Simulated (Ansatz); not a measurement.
Consider the formation energy of LaN (Pnma) from the elements. Reaction: La (P6₃/mmc) + 1/2 N2 (gas) → LaN (Pnma). A negative value means that the right-hand side lies lower. The value is per atom of the solid.

LaN (Pnma), 8 atoms in the cell, k-point mesh 10×8×4 on the run's own vectors.
```
CELL_PARAMETERS angstrom
      0.00000     3.75984     0.00000
      0.00000     0.00000     3.75765
     10.62715     0.00000     0.00000
ATOMIC_POSITIONS crystal
  La 0.25000 0.26027 0.12392
  La 0.75000 0.76027 0.37608
  La 0.75000 0.73973 0.87608
  La 0.25000 0.23973 0.62392
  N  0.25000 0.27389 0.87920
  N  0.75000 0.77389 0.62080
  N  0.75000 0.72611 0.12080
  N  0.25000 0.22611 0.37920
```

La (P6₃/mmc), 4 atoms in the cell, k-point mesh 18×18×6 on the run's own vectors. Conventional cell: a = b = 3.7694 Å, c = 12.1134 Å, α = β = 90.00°, γ = 120.00°.

An isolated N2 molecule (singlet) in a box of 11 × 11 × 13 Å.

Computed with Ansatz (plane waves, PAW), its default PAW set, cutoff 420 eV, 500 eV for r2SCAN. The structures are at rest with PBE; other levels are single points on them. HSE06 runs on coarser k-point meshes, mended by the PBE difference between the two meshes. Some cells are metallic or hold partly filled levels, where a hybrid on a coarse mesh is less sure. Neutral cells; Fermi-Dirac smearing of at most 0.10 eV in the solids, energies taken to zero width. The lattices are those relaxed with PBE, so at other levels the solids can be strained, which adds to the spread. A dispersion term (D3(BJ), or D4 for r2SCAN) was computed beside these levels and is taken off wherever the name lacks it. Static lattices, no vibrational contributions. The structures are the rest points that the relaxations reached, not proven lowest. Spin-orbit coupling is left out.

### Question
Predict the value from r2SCAN.

### Answer
-1.52 eV/atom, for La (P6₃/mmc) + 1/2 N2 (gas) → LaN (Pnma).

### Question
List the value at the remaining levels and say how far they part.

### Answer
| Level | value (eV/atom) | less r2SCAN |
|---|---|---|
| HSE06 | -1.36 | 0.16 |

The levels shown span 0.16 eV/atom, from r2SCAN (-1.52) to HSE06 (-1.36).

Ansatz is a first-principles code.
